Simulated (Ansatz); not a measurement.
Tc (hcp (Mg type), P6_3/mmc); conventional cell a = 2.652 Å, b = 2.652 Å, c = 4.254 Å, α = 90.00°, β = 90.00°, γ = 120.00°.

The pressure is 30 GPa. The structure is held there; whether it is the stable one at that pressure was not tested.

**Question.** By how much do the lattice constants and the volume change from 250 K to 275 K (the quasi-harmonic free energy, PBEsol in Ansatz, an electronic-structure program), and how far does the bulk modulus soften?

**Answer.** a by 0.01 %, c by 0.02 %, the volume by 0.04 %; B_T goes from 439 to 438 GPa. The crystal is held in this phase throughout; melting and phase transitions are not modelled.

The PAW data sets were generated under PBE and serve the other functionals too.
